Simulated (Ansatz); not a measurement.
The starting structures come from a database of crystals and need not be the phases stable at ambient conditions.

 Where the default PAW files enter, the runs use the earlier of Ansatz's two default sets.

By PBEsol, the system below comes out a metal.

The ballistic (Sharvin) conductance counts the channels at the Fermi level: G/A = (e²/h) × channels of both spins per area.

Input:

```xyz
1
Lattice="3.2816 0.0000 0.0000 -1.0939 3.0940 0.0000 1.0939 1.5470 2.6794" Properties=species:S:1:pos:R:3 pbc="T T T"
Sn     0.0000     0.0000     0.0000
```

Space group of this cell: Im-3m, bcc (W type). The cell is taken as given; by PBEsol its mean pressure is -2.1 GPa.

The current flows along the normal of the first two printed cell vectors, the (110) plane of the conventional cell. No spin-orbit coupling; the value is a mean over 0.1 eV about the Fermi level.

### Question
Compute, with PBEsol in Ansatz (a program for electronic structure), the ballistic conductance per area.

### Answer
1.3 × 10¹⁵ S/m² for both spins.
